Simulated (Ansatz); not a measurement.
Start from CeO₂ in the fluorite structure (space group Fm-3m, No. 225).

```
CELL_PARAMETERS angstrom
      0.00000     2.71868     2.71868
      2.71868     0.00000     2.71868
      2.71868     2.71868     0.00000
ATOMIC_POSITIONS crystal
  Ce 0.00000 0.00000 0.00000
  O  0.25000 0.25000 0.25000
  O  0.75000 0.75000 0.75000
```

Cartesian axes are those of the cell as printed.

All numbers come from r2SCAN/PAW in Ansatz (a quantum-chemistry and plane-wave program), spin-orbit coupling left out.

Before the change:

The band gap comes out as 2.20 eV.

Modification: a free-standing slab of 2 layers (6 atoms, 3 a layer) is cut normal to [111], with 15 Å of vacuum and the in-plane cell held at bulk.

Q: How does this affect the band gap, excess energy per area of both faces and change of the spacing d23 from its bulk value of 0.785 Å?

A: The band gap drops by 0.09 eV to 2.11 eV; the excess energy per area of both faces (slab less bulk energy over the cell's area: twice a surface energy) is 1.72 J/m²; the change of the spacing d23 from its bulk value of 0.785 Å comes out as +2.5 %.

The excess energy carries the mismatch between the slab's and the bulk's meshes. No phonon test of stability was made. Seeded moments were not kept for the base. The final runs are not spin-polarised.
